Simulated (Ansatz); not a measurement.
System: TaSi2 (model structure, started from the AlB2 type, P6/mmm, No. 191, 3 atoms in the cell). Method: PBEsol (plane waves, PAW; Ansatz, a quantum-chemistry and plane-wave program).

Numerical settings: plane-wave cutoff 520 eV, 18×18×12 k mesh (along the axes of the cell as run), Fermi–Dirac smearing 0.05 eV, scalar-relativistic PAW data made under PBE.

Cell (relaxed at this level):

```cif
data_Si2Ta
_chemical_formula_sum 'Ta1 Si2'
_space_group_name_H-M_alt 'P 1'
_space_group_IT_number 1
_cell_length_a 4.36840
_cell_length_b 4.36840
_cell_length_c 2.62555
_cell_angle_alpha 90.000
_cell_angle_beta 90.000
_cell_angle_gamma 120.000
loop_
_space_group_symop_operation_xyz
  'x, y, z'
loop_
_atom_site_label
_atom_site_type_symbol
_atom_site_fract_x
_atom_site_fract_y
_atom_site_fract_z
_atom_site_occupancy
Ta1 Ta 0.00000 0.00000 0.00000 1
Si1 Si 0.33333 0.66667 0.50000 1
Si2 Si 0.66667 0.33333 0.50000 1
```

### Question
Give the computed bulk modulus B0.

### Answer

bulk modulus B0: 170 GPa

The run finds no gap.

Note: the bulk modulus is −V dP/dV from two relaxed cells at ±2 % in volume; the relaxation could raise the start's symmetry but not lower it, so the cell can be a saddle point.

Spin–orbit coupling is not included; it can open a gap where bands touch, and shift volumes and moduli.

Computed values are for the static lattice.

It cost very roughly 3 core-minutes of CPU time.

A model structure was made by putting elements into a prototype or built by hand; it is no filed structure, need not be a known phase, and can be a saddle point held by its symmetry.
